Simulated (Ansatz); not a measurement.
The parent structure is MgO in the rock salt structure (space group Fm-3m, No. 225).

```
CELL_PARAMETERS angstrom
      0.00000     2.12687     2.12687
      2.12687     0.00000     2.12687
      2.12687     2.12687     0.00000
ATOMIC_POSITIONS crystal
  O  0.00000 0.00000 0.00000
  Mg 0.50000 0.50000 0.50000
```

Calculations: PBE in Ansatz (plane waves to 420 eV, PAW, no SOC).

Base values:

The band gap is 4.46 eV. The shortest interatomic distance is 2.127 Å.

The change: a hydrostatic pressure of 15 GPa.

Problem. Predict the new band gap.

Solution. The band gap grows by 0.834 eV (4.46 eV → 5.30 eV).

Problem. How does this affect the shortest interatomic distance?

Solution. The shortest interatomic distance drops by 0.059 Å to 2.068 Å.

Load acts through the strain it causes; cell and atoms are relaxed under it. No phonon test of stability was made. Competing high-pressure phases were not computed.

Ansatz is a first-principles code.
